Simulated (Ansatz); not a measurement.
# A computed series for GaSb: response to strain

Base system: GaSb in the zinc blende structure (space group F-43m, No. 216; a = 6.2134 Å).

Strains are applied to the cell and any free atomic positions relax.

The values are results of PBE in Ansatz (plane waves to 420 eV, PAW, no spin-orbit coupling), not measurements.

```
case                      pressure  band gap  shortest interatomic distance
------------------------  --------  --------  -----------------------------
base                       0.0 GPa      zero                        2.690 Å
isotropic strain −3.00 %   5.1 GPa   0.36 eV                        2.610 Å
isotropic strain −2.00 %   3.1 GPa   0.14 eV                        2.637 Å
isotropic strain −1.50 %   2.3 GPa      zero                        2.650 Å
isotropic strain −1.00 %   1.5 GPa      zero                        2.664 Å
isotropic strain +0.50 %  -0.6 GPa      zero                        2.704 Å
isotropic strain +1.00 %  -1.2 GPa      zero                        2.717 Å
isotropic strain +2.00 %  -2.3 GPa      zero                        2.744 Å
isotropic strain +2.50 %  -2.8 GPa      zero                        2.758 Å
isotropic strain +3.00 %  -3.2 GPa      zero                        2.771 Å
```

With Sb present, leaving out spin-orbit coupling can change the band edges. No phonon test of stability was made. All final runs are without spin polarisation. Gaps under 0.05 eV, about the width of the smearing, are given as zero. A zero or small gap of GaSb can be the functional's error rather than a property of the material.

Ansatz is a first-principles code.
